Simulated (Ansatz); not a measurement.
## fluorite-type NiSi2 (0 0 1) on cubic SrTiO3 (0 0 1) (film strained to the substrate, started from cuts of the bulks and a machine-learned relaxation; slabs Sr3Ti4O11 and Ni4Si8, which can lie off the formulas)

A periodic stack without vacuum, fluorite-type NiSi2 (0 0 1) on cubic SrTiO3 (0 0 1) (film strained to the substrate, started from cuts of the bulks and a machine-learned relaxation; slabs Sr3Ti4O11 and Ni4Si8, which can lie off the formulas): substrate slab Sr3Ti4O11, film Ni4Si8, surface cells [[0, 1], [-1, 0]] and [[1, 0], [1, 1]], film strained by +2.2 and +2.2 %, outermost planes OTi/OTi and Si/Ni as cut, which need not be the usual terminations and can put a slab off its formula.

The start was prepared with a machine-learned potential, and the result is one local minimum, with the in-plane cell held and forces under 0.04 eV/Å; the film can end far from its bulk form.

Level of theory: PBE (plane waves to 420 eV, PAW; Ansatz, a program for electronic structure). Scalar-relativistic, without spin–orbit coupling; the runs are not spin-polarised; PBE gaps are too small against experiment. Its k-point mesh 8×8×1, Fermi–Dirac width 0.05 eV.

interface area: 15.5 Å²
period: 24.74 Å
heights between the nearest atoms of the two slabs at the two interfaces: 1.79 and 1.88 Å
Si–Ti contacts across the interfaces within 1.22 times the sum of covalent radii: 5, mean 2.77 Å
Ni–Ti contacts across the interfaces within 1.22 times the sum of covalent radii: 2, mean 2.73 Å
O–Si contacts across the interfaces within 1.22 times the sum of covalent radii: 2, mean 1.81 Å
Ni–O contacts across the interfaces within 1.22 times the sum of covalent radii: 1, mean 1.93 Å

```
CELL_PARAMETERS angstrom
      3.93544     0.00012    -0.10353
     -0.00014     3.93681    -0.00117
      0.62490     1.96487    24.73142
ATOMIC_POSITIONS crystal
  Sr 0.92370 0.88058 0.10793
  Ti 0.40500 0.41681 0.03238
  O  0.94868 0.41432 0.03711
  O  0.44769 0.91546 0.03422
  O  0.44578 0.37448 0.11352
  Sr 0.93632 0.79999 0.26886
  Ti 0.42731 0.34205 0.18973
  O  0.94764 0.33186 0.19405
  O  0.44860 0.83266 0.19365
  O  0.44619 0.29418 0.27400
  Sr 0.94303 0.72111 0.42683
  Ti 0.44009 0.25988 0.35004
  O  0.94582 0.25539 0.35425
  O  0.44571 0.75513 0.35433
  O  0.44594 0.21581 0.43460
  Ti 0.44596 0.17771 0.51222
  O  0.94575 0.17683 0.51417
  O  0.44569 0.67651 0.51472
  Ni 0.44707 0.05896 0.74964
  Ni 0.94663 0.61538 0.63726
  Ni 0.44841 0.95540 0.95641
  Ni 0.94767 0.50682 0.85367
  Si 0.94688 0.08637 0.69530
  Si 0.44698 0.58598 0.69547
  Si 0.44612 0.64048 0.58761
  Si 0.94582 0.14035 0.58724
  Si 0.94825 0.97973 0.90829
  Si 0.44844 0.47811 0.91095
  Si 0.44738 0.53224 0.80328
  Si 0.94727 0.03215 0.80283
```
